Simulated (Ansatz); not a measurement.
**Bulk modulus of ScPt3C (model structure, started from the Ni3MgC type, Pm-3m, No. 221, 5 atoms in the cell) at several levels of theory**

No measured value is used here.

```tsv
level (code)	value (GPa)	cell (Å³/atom)
LDA (Ansatz)	233	14.40
PBE (Ansatz)	197	15.23
PBEsol (Ansatz)	219	14.70
r²SCAN (Ansatz)	211	14.99
```

Density-functional levels without +SOC have no spin–orbit coupling. LDA, PBE, PBEsol, r²SCAN: the bulk modulus is −V dP/dV from two relaxed cells at ±2 % in volume. Each level is taken at its own relaxed cell. Cutoffs differ between the levels. Ansatz's density-functional and Hartree–Fock values are scalar-relativistic unless marked +SOC, with PAW data made under PBE.

A model structure was made by putting elements into a prototype or built by hand; it is no filed structure, need not be a known phase, and can be a saddle point held by its symmetry.

Ansatz is an electronic-structure program.
